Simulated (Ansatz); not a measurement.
# A computed series for CdSe: response to strain

Take CdSe in the zinc blende structure (space group F-43m, No. 216; a = 6.0075 Å) as the base. Axes: x, y, z lie along the cube axes.

Strains are applied to the cell and any free atomic positions relax.

Calculations: LDA in Ansatz (plane waves to 420 eV, PAW, no SOC).

Notes on the quantities. energy relative to the base: free energy F.

```csv
uniaxial strain ε_zz (%),energy relative to the base (meV/atom)
-3,5.5
-2.5,3.8
-2,2.4
-1.5,1.4
-1,?
-0.5,0.2
0,0.0
```

**Question.** Fit ΔE = Aε² + Bε³ (ε in %) to the rows shown and predict the withheld row.

**Answer.** Least squares on the printed values gives A = 0.604 and B = -0.0022 meV/atom (largest residual 0.0 meV/atom); this predicts 0.6 meV/atom, and the run gives 0.6 meV/atom, in agreement.

Stability against distortions was not tested.

Ansatz is a quantum-chemistry and plane-wave program.
